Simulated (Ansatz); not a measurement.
Consider SiC in the zinc blende structure (space group F-43m, No. 216; a = 4.356 Å). Axes: x, y, z lie along the cube axes.

The values are results of r2SCAN, PAW, 500 eV (Ansatz, a quantum-chemistry and plane-wave program; no spin-orbit coupling), not measurements.

For the base:

```
Quantity                            Result
---------------------  -------------------
Valence-band top at Γ  0.00, 0.00, 0.00 eV
Band gap                           1.71 eV
```

One thing is altered: compressive biaxial strain of 1.50 % in the plane normal to [001], as in epitaxy on a mismatched substrate; the out-of-plane cell vector and the atoms relax.

Estimate the effect on the valence-band top at Γ.

The valence-band top at Γ (three highest levels, from the VBM) becomes 0.00, 0.00, -0.18 eV (base: 0.00, 0.00, 0.00 eV).

What happens to the band gap?

The band gap drops by 0.15 eV to 1.56 eV.

Gaps are Kohn–Sham eigenvalue differences; semilocal functionals usually give less than the measured gap. Whether these cells are dynamically stable was not tested.
